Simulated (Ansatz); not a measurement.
**HfS2: response to strain**

Base system: HfS2 in the CdI2 type structure (space group P-3m1, No. 164; a = 3.547 Å, c = 5.577 Å; layered, stacked along the Cartesian z axis). Axes: x lies along a and z along c of the hexagonal cell.

Strains are applied to the cell and any free atomic positions relax.

Calculations: Ansatz (a quantum-chemistry and plane-wave program), PBEsol-D3(BJ), PAW, cutoff 420 eV, without spin-orbit coupling.

Notes on the quantities. energy relative to the base: free energy F.

```csv
uniaxial strain ε_zz (%),energy relative to the base (meV/atom)
-3,4.4
-2.5,3.0
-2,?
-1.5,1.0
-1,0.4
-0.5,0.1
0,0.0
```

**Question.** Fit ΔE = Aε² + Bε³ (ε in %) to the rows shown and predict the withheld row.

**Answer.** Least squares on the printed values gives A = 0.403 and B = -0.029 meV/atom (largest residual 0.0 meV/atom); this predicts 1.8 meV/atom, and the run gives 1.8 meV/atom, in agreement.

No phonon test of stability was made.
